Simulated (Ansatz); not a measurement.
Consider ZnCu in the CsCl type structure (space group Pm-3m, No. 221; a = 2.919 Å). Axes: x, y, z lie along the cube axes.

Calculations: Ansatz (a quantum-chemistry and plane-wave program), r2SCAN, PAW, cutoff 500 eV, no spin-orbit coupling.

Free-standing slabs (2 atom(s) a layer) normal to [110] with 15 Å of vacuum; in-plane cell held at bulk.

One change was made to it. Results:

The shortest interatomic distance drops by 0.0245 bohr, from 4.777 bohr to 4.752 bohr; the excess energy per area of both faces (slab less bulk energy over the cell's area: twice a surface energy) is 2.7 J/m² (uncertain by up to 0.1 J/m²).

Question: Which of these changes matches the shifts?
(A) 4 layers
(B) 7 layers
(C) 2 layers

Answer: A, 4 layers. For comparison, the shortest interatomic distance in the other runs: 7 layers gives 4.699 bohr; 2 layers gives 4.797 bohr.

Slab and bulk use different k-meshes, which limits the precision of the excess energy. No phonon test of stability was made. All final runs are without spin polarisation.
